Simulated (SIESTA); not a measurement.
SIESTA run on KAlH3 (Pm-3m, 5 atoms in the cell): self-consistent single point.

Computed with LDA PW92, numerical atomic orbitals DZP, PseudoDojo LDA standard norm-conserving potentials (rewritten from UPF to PSML) run with SIESTA 5.4.2.

The change in words: lattice scaled by 0.98. Reference geometry:
```
KAlH3
1.0
    3.98168     0.00000     0.00000
    0.00000     3.98168     0.00000
    0.00000     0.00000     3.98168
K Al H
1 1 3
Direct
  0.50000   0.50000   0.50000
  0.00000   0.00000   0.00000
  0.00000   0.50000   0.00000
  0.50000   0.00000   0.00000
  0.00000   0.00000   0.50000
```

Reference input (self-consistent single point, DFT, LDA PW92, numerical atomic orbitals DZP, PseudoDojo LDA standard norm-conserving potentials (rewritten from UPF to PSML)): XC.functional = LDA; XC.authors = PW92; potentials = PseudoDojo LDA standard; PAO.BasisSize = DZP; PAO.EnergyShift = 0.01 Ry; MeshCutoff = 400 Ry; kgrid.MonkhorstPack = 8 8 8; OccupationFunction = FD; ElectronicTemperature = 100 meV; MaxSCFIterations = 150; SCF.Mixer.Method = Pulay; SCF.Mixer.Weight = 0.2. This run's input differs from it in these lines:

```diff
@@ -11,3 +11,3 @@
 %endblock ChemicalSpeciesLabel
-LatticeConstant              3.981680 Ang
+LatticeConstant              3.902046 Ang
 %block LatticeVectors
```

Output (repeated stretches shortened):

```
        iscf     Eharris(eV)        E_KS(eV)     FreeEng(eV)     dDmax    Ef(eV) dHmax(eV)
   scf:    1     -919.981391     -924.134904     -924.164315  1.464220 -4.506830  4.090448
   scf:    2     -924.766193     -924.461757     -924.493386  0.099208 -4.355174  2.770302
   scf:    3     -924.926618     -924.743436     -924.779898  0.124939 -4.015486  0.057979
   scf:    4     -924.743349     -924.743435     -924.780042  0.002625 -3.999234  0.076430
   scf:    5     -924.743819     -924.743650     -924.780229  0.004777 -3.998622  0.004313
   scf:    6     -924.743672     -924.743662     -924.780234  0.000923 -3.996784  0.003711
   scf:    7     -924.743662     -924.743662     -924.780234  0.000145 -3.996184  0.002190
   scf:    8     -924.743661     -924.743661     -924.780234  0.000234 -3.996915  0.000153
mix: Pulay -- inversion failed, > SVD [rank/size] 5 / 7
   scf:    9     -924.743661     -924.743661     -924.780234  0.000006 -3.996934  0.000125
SCF Convergence by DM+H criterion
max |DM_out - DM_in|         :     0.0000057411
max |H_out - H_in|      (eV) :     0.0001250801
SCF cycle converged after 9 iterations

Using DM_out to compute the final energy and forces

siesta: E_KS(eV) =             -924.7437

siesta: E_KS - E_eggbox =      -924.7437

siesta: Atomic forces (eV/Ang):
     1   -0.000000    0.000000   -0.000000
     2   -0.000000   -0.000000    0.000000
     3   -0.000000    0.000000   -0.000000
     4   -0.000000    0.000000   -0.000000
     5    0.000000   -0.000000    0.000000
   Tot   -0.000000    0.000000   -0.000000
   Max    0.000000
   Res    0.000000    sqrt( Sum f_i^2 / 3N )
   Max    0.000000    constrained

Stress tensor Voigt[x,y,z,yz,xz,xy] (kbar):      -12.68      -12.68      -12.68        0.00        0.00        0.00
   [... lines left out ...]
siesta: FreeEng =      -924.780234
siesta: Cell volume =         59.412408 Ang**3
siesta:          12.67885208         12.67885208  kBar
   [... lines left out ...]
   4  1.279   0.891   0.280   0.018   0.018   0.072
   5  1.279   0.891   0.280   0.018   0.072   0.018

mulliken: Qtot =       15.000

Mulliken Atomic Populations:
Atom #   charge [q] valence [e]  Species
     1     1.482292    7.517708  K
     2    -0.644377    3.644377  Al
     3    -0.279305    1.279305  H
     4    -0.279305    1.279305  H
     5    -0.279305    1.279305  H
 Total     0.000000
```

The run converged in 9 iterations. Against the reference run the free energy is nearly the same (within 1 meV/atom) and the pressure goes from -1.40 to 1.27 GPa.

The starting cell comes from a database of computed structures (which also holds hypothetical and non-ambient phases and stackings), without a prior relaxation at this level. For this run, on top of that: lattice scaled by 0.98. Values carry the incompleteness of an atom-centred basis.
